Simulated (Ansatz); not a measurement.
The reference is InP in the wurtzite structure (space group P6_3mc, No. 186; a = 4.1487 Å, c = 6.8100 Å; a model cell, its experimental status unchecked).

Levels (all Ansatz, an electronic-structure program, PAW): PBEsol (420 eV, no spin-orbit coupling); r2SCAN (500 eV, spin-orbit coupling left out).

The geometry is relaxed with PBEsol.

| Property | Value |
|---|---|
| PBEsol lowest conduction level above the VBM at special points | Γ 0.64 eV; L 1.67 eV; A 1.71 eV; M 1.74 eV |
| PBEsol pressure | 0.00 GPa |
| PBEsol electron mass | 0.050 mₑ along c, 0.055 mₑ across (at Γ) |

With r2SCAN at the same geometry, the lowest conduction level above the VBM at special points goes from Γ 0.64 eV; L 1.67 eV; A 1.71 eV; M 1.74 eV to Γ 1.19 eV; L 2.06 eV; A 2.19 eV; M 2.11 eV; the pressure goes from zero to 1.06 GPa; the electron mass goes from 0.050 mₑ along c, 0.055 mₑ across (at Γ) to 0.076 mₑ along c, 0.091 mₑ across (at Γ).

Single points use the geometry relaxed with PBEsol. Their cutoffs differ, which shifts pressures a little. The levels and masses belong to the bands next to the band gap. Masses are band curvatures over ±0.01 Å⁻¹ around the edge. Whether these cells are dynamically stable was not tested. This is not the structure that InP has at room temperature and ambient pressure.
